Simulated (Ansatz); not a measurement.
**Effect of isotropic strain −1.18 % on LaMnO3**

Take LaMnO₃ (space group C2/c, No. 15; a = 9.3679 Å, b = 5.4931 Å, c = 5.4222 Å, α = 90.00°, β = 124.25°, γ = 90.00°; ferromagnetic; a cell from a computed database, its experimental status unchecked) as the base.

Perturbation: every lattice vector is shortened by 1.18 %; the atoms relax in the strained cell.

The values are results of Ansatz (a quantum-chemistry and plane-wave program) PBEsol, no SOC, not measurements. k-mesh 8×8×8 (Γ-centred); smearing 0.05 eV (Fermi–Dirac).

Volume per atom: 11.13 Å³ (base 11.53 Å³)
Space group: C2/c (No. 15) (base C2/c (No. 15))
Energy relative to the base (free energy F): +6.9 meV/atom
Pressure (mean of the normal stresses, compression positive): 5.4 GPa (base 0.0 GPa)
Band gap: zero (base zero)
Magnetic state: ferromagnetic (base ferromagnetic)
Largest site moment: 2.78 μB (base 2.98 μB)
Largest internal atomic displacement: 0.034 Å

Final structure:

```yaml
crystal:
  lattice:
    - [4.62867, -2.71415, 0.00000]
    - [4.62867, 2.71415, 0.00000]
    - [-3.01602, 0.00000, 4.42884]
  atoms:
    - { symbol: La, position: [0.75134, 0.24866, 0.25000] }
    - { symbol: La, position: [0.24866, 0.75134, 0.75000] }
    - { symbol: Mn, position: [0.00000, 0.50000, 0.00000] }
    - { symbol: Mn, position: [0.50000, 0.00000, 0.50000] }
    - { symbol: O, position: [0.24098, 0.30423, 0.30436] }
    - { symbol: O, position: [0.75902, 0.69577, 0.69564] }
    - { symbol: O, position: [0.69577, 0.75902, 0.19564] }
    - { symbol: O, position: [0.30423, 0.24098, 0.80436] }
    - { symbol: O, position: [0.79673, 0.20327, 0.75000] }
    - { symbol: O, position: [0.20327, 0.79673, 0.25000] }
```

No phonon test of stability was made. No Hubbard U is applied and the magnetic state is the run's own (LaMnO3 ferromagnetic); small cells can't hold the antiferromagnetic order that many such compounds have, so gaps and moments can be off.
